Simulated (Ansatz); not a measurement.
For SnS2 (model structure, started from the fluorite type, Fm-3m, No. 225, 3 atoms in the cell), LDA (Ansatz, a quantum-chemistry and plane-wave program, PAW) gives:

```
Item                        Value
-------------------  ------------
lattice parameter a       6.345 Å
cohesive energy      3.82 eV/atom
```

What does PBE-D3(BJ) (PAW; Ansatz) give for the same quantities?


- lattice constant a: 6.411 Å (increases by 1.0 %)
- cohesive energy: 3.26 eV/atom (shrinks by 0.56 eV/atom)

Changes are worked out from the printed values.

Unless a cell is named, each level is at its own relaxed cell (LDA 21.29, PBE-D3(BJ) 21.96 Å³/atom).

Levels without +SOC leave out spin–orbit coupling, which shifts energies and cells of such heavy elements.

Ansatz's density-functional and Hartree–Fock values are scalar-relativistic unless marked +SOC, with PAW data made under PBE.

A model structure was made by putting elements into a prototype or built by hand; it is no filed structure, need not be a known phase, and can be a saddle point held by its symmetry.
